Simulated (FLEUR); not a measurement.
Band structure of CaCuSi (P-6m2, 3 atoms in the cell).

```
CaCuSi
1.0
    4.12183     0.00000     0.00000
   -2.06092     3.56961     0.00000
    0.00000     0.00000     4.08101
Ca Si Cu
1 1 1
Direct
  0.00000   0.00000   0.00000
  0.33333   0.66667   0.50000
  0.66667   0.33333   0.50000
```

Computed with FLEUR with PBEsol, all-electron FLAPW (FLEUR), scalar-relativistic valence.

Settings: Kmax = 4 1/bohr; GmaxXC = 12 1/bohr; xcFunctional = PBEs; jspins = 1; l_soc = F; mode = hist; fermiSmearingEnergy = 0.00367493 Htr; mesh (inpgen div1-3) = 8 8 7; inpgen gamma flag = true; Gmax = 12 1/bohr; numbands = 0; maxIterBroyd = 15; imix = Anderson; alpha = 0.05.

The starting cell comes from a database of computed structures (which also holds hypothetical and non-ambient phases and stackings), without a prior relaxation at this level. Spin polarisation is off. Values depend on the basis (sphere radii, cutoffs, local orbitals), which need not be converged.

Levels in eV from the Fermi level, bands 9 to 16:
```csv
point,9,10,11,12,13,14,15,16
Γ,-3.04,-3.04,-0.01,0.64,0.64,1.43,2.87,4.32
M,-3.21,-3.16,-3.11,-0.54,0.45,1.06,4.04,4.16
K,-3.18,-3.08,-3.06,-2.74,1.00,2.11,3.48,3.51
A,-3.13,-3.13,-2.80,1.87,1.87,2.62,2.62,3.13
L,-3.12,-3.09,-2.68,-1.19,-0.97,-0.11,3.53,4.86
H,-3.24,-2.75,-2.71,-2.16,-1.01,0.15,3.84,5.01
```
